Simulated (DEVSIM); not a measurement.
Device: Schottky contact on p-type CdTe, at 300 K.

Layer 1 from the left is CdTe, thickness (μm) 0.340, Na (cm⁻³) 2.4e14, τn (s) 6.5e-8, τp (s) 6.5e-8.

Left contact: Schottky, work function 4.74 eV, emission velocity 2.5e6 cm/s. Right contact: ohmic. Voltage is applied to the left contact. Recombination: SRH at mid-gap, radiative, Auger. Mobility is constant in doping.

Constants are typed, rounded textbook-type inputs, not results; the design itself was drawn at random and stands for no fabricated device. Values at 300 K.

CdTe: gap (eV) 1.5, affinity (eV) 4.28, permittivity 10.2, Nc (cm⁻³) 8e17, Nv (cm⁻³) 1.8e19, μn (cm²/Vs) 1000, μp (cm²/Vs) 80, B (cm³/s) 1e-10, Cn (cm⁶/s) 1e-30, Cp (cm⁶/s) 1e-30.

Model (solved in DEVSIM): 1D drift-diffusion, Boltzmann statistics, complete ionisation; no tunnelling, impact ionisation, image-force lowering or self-heating. Metal contacts follow the ideal Schottky-Mott rule: no Fermi-level pinning, no interface dipoles.

Dark forward current:

| |V| (V) | |J| (A/cm²) |
|---|---|
| 0.05 | 6.679e-11 |
| 0.10 | 4.734e-10 |
| 0.15 | 3.066e-9 |
| 0.20 | 1.981e-8 |
| 0.25 | 1.280e-7 |
| 0.30 | 8.236e-7 |
| 0.35 | 5.253e-6 |
| 0.40 | 3.309e-5 |
| 0.45 | 0.0002048 |
| 0.50 | 0.001236 |
| 0.55 | 0.007195 |
| 0.60 | 0.03947 |
| 0.65 | 0.1951 |
| 0.70 | 0.7999 |
| 0.75 | 2.456 |
| 0.80 | 5.458 |
| 0.85 | 9.390 |
| 0.90 | 13.72 |
| 0.95 | 18.18 |
| 1.00 | 22.68 |
| 1.05 | 27.19 |
| 1.10 | 31.71 |
| 1.15 | 36.22 |
| 1.20 | 40.75 |
| 1.25 | 45.27 |
| 1.30 | 49.79 |

Q: Work out the local ideality factor n = ΔV / (kT/q · ln(J2/J1)) between the rows 0.15 and 0.20 V, 0.20 and 0.25 V, 1.25 and 1.30 V.

A: kT/q = 25.85 mV. From 0.15 to 0.20 V: ln(1.981e-8/3.066e-9) = 1.866, n = 1.04, near the 1 of diffusion or emission over a barrier. From 0.20 to 0.25 V: ln(1.280e-7/1.981e-8) = 1.866, n = 1.04, near the 1 of diffusion or emission over a barrier. From 1.25 to 1.30 V: ln(49.79/45.27) = 0.095, n = 20.32; the layers' resistance at their doping, Σ W/(qμN) = 0.011 Ω cm², would take 50 mV of this step of 50 mV.

Q: Estimate the current at 0.25 V for emission alone, J0 = q v N_band exp(−φB/kT), and read the barrier back from the simulated current.

A: φB = 1.040 eV, N_band = 1.80e19 cm⁻³, J0 = 2.43e-11 A/cm²; J = J0 (exp(qV/kT) − 1) = 3.85e-7 A/cm². The simulation gives 1.28e-7 A/cm²; the estimate lies 200 % above. Read backwards, the simulated current gives an apparent barrier of 1.068 eV. The estimate leaves out transport through the depletion region and minority injection.
